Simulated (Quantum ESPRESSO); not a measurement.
**Habitual settings against a tight run: GaP (F-43m, 2 atoms in the cell)**

Self-consistent single point.

```xyz
2
Lattice="-2.7258 0.0000 2.7258 0.0000 2.7258 2.7258 -2.7258 2.7258 0.0000" Properties=species:S:1:pos:R:3 pbc="T T T"
Ga     0.0000     0.0000     0.0000
P     -1.3629     1.3629     1.3629
```

Method of the run: LDA (PW92), PseudoDojo standard norm-conserving (LDA) pseudopotentials (plane waves; Quantum ESPRESSO 7.5).

Base settings: ecutwfc = 80 Ry; occupations = fixed; potentials = {Ga: Ga.upf, P: P.upf}; K_POINTS = automatic 8 8 8 0 0 0; nbnd = 13; conv_thr = 1e-09 Ry; mixing_beta = 0.7.

Tight run (finer mesh or higher cutoff; not a proven limit): ecutwfc: 80 Ry → 112 Ry; conv_thr: 1e-09 Ry → 7.3e-11 Ry; K_POINTS: automatic 8 8 8 0 0 0 → automatic 11 11 11 0 0 0. It gave top of the valence band (on the code's own zero) 7.35 eV; gap on the k-point mesh 1.46 eV; pressure -2.96 GPa.

Quick runs, as changes from the base:
- A: the base itself
- B: ecutwfc: 80 Ry → 64 Ry; occupations: fixed → smearing; nbnd: 13 → default; K_POINTS: automatic 8 8 8 0 0 0 → automatic 6 6 6 0 0 0; smearing: default → fd; degauss: default → 0.036749 Ry
- C: ecutwfc: 80 Ry → 56 Ry; occupations: fixed → smearing; nbnd: 13 → default; K_POINTS: automatic 8 8 8 0 0 0 → automatic 4 4 4 0 0 0; smearing: default → fd; degauss: default → 0.036749 Ry
- D: K_POINTS: automatic 8 8 8 0 0 0 → automatic 4 4 4 0 0 0; potentials: PseudoDojo standard norm-conserving (PBESOL) [PBEsol]
- E: ecutwfc: 80 Ry → 40 Ry; occupations: fixed → smearing; nbnd: 13 → default; smearing: default → cold; degauss: default → 0.0099958 Ry

Energies are extrapolated to zero smearing width, which holds to low order in the width alone (under cold and Methfessel-Paxton smearing the free energy itself is taken).

Dashes: gap of B, C, no gap found; energy of D, another energy zero.

Gaps are read on each run's own mesh, which may miss the band edges.

† marks runs with another functional, U, potentials or spin treatment: their distance from the tight run is not a convergence error alone.

The count of work is k-points × plane waves × bands × iterations; it is no time. 

The starting cell comes from a database of computed structures (which also holds hypothetical and non-ambient phases and stackings), without a prior relaxation at this level.

```csv
run,energy less tight (meV/atom),pressure less tight (GPa),gap on the mesh less tight (eV),count of work / tight
A,1.8,-0.02,0.035,0.31
B,138.8,-9.50,–,0.12
C,947.0,-56.91,–,0.050
D†,–,2.80,0.024,0.085
E,17007.1,-527.16,-0.118,0.11
```

Among the runs at the tight run's level, the energy misses run from 1.8 to 17007.1 meV/atom.

Left out of this page: 1 run of the series unsound by tests on forces, stress, charge or solver warnings.
